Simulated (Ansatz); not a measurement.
The starting structures come from a database of crystals and need not be the phases stable at ambient conditions.

Tunnelling through a barrier is set by its complex band structure: the current falls as exp(−2κd) with the smallest κ.

Given:

```yaml
crystal:
  lattice:
    - [8.29142, 0.00000, 0.00000]
    - [-2.65709, 7.85414, 0.00000]
    - [0.00000, 0.00000, 3.95929]
  atoms:
    - { symbol: La, position: [0.21266, 0.21266, 0.50000] }
    - { symbol: La, position: [0.78734, 0.78734, 0.50000] }
    - { symbol: La, position: [0.36218, 0.63782, 0.00000] }
    - { symbol: La, position: [0.63782, 0.36218, 0.00000] }
    - { symbol: C, position: [0.00000, 0.50000, 0.50000] }
    - { symbol: C, position: [0.50000, 0.00000, 0.50000] }
    - { symbol: N, position: [0.65569, 0.65569, 0.00000] }
    - { symbol: N, position: [0.34431, 0.34431, 0.00000] }
    - { symbol: N, position: [0.84938, 0.49472, 0.50000] }
    - { symbol: N, position: [0.15062, 0.50528, 0.50000] }
    - { symbol: N, position: [0.49472, 0.84938, 0.50000] }
    - { symbol: N, position: [0.50528, 0.15062, 0.50000] }
    - { symbol: Cl, position: [0.87813, 0.12187, 0.00000] }
    - { symbol: Cl, position: [0.12187, 0.87813, 0.00000] }
```

Space group of this cell: Cmmm. The cell is taken as given; by r2SCAN its mean pressure is -1.2 GPa.

Transport runs along the normal of the first two printed cell vectors.

The gap is the functional's own, uncorrected, and κ follows it; spin-orbit coupling is left out. Mid-gap values are interpolated between the computed energies.

Question: Compute, with r2SCAN run with Ansatz (an electronic-structure program), the band gap and the smallest decay constant κ at mid-gap.

Answer: Gap 2.13 eV on a 4×4×8 mesh; κ = 0.352 1/Å, at the zone centre.
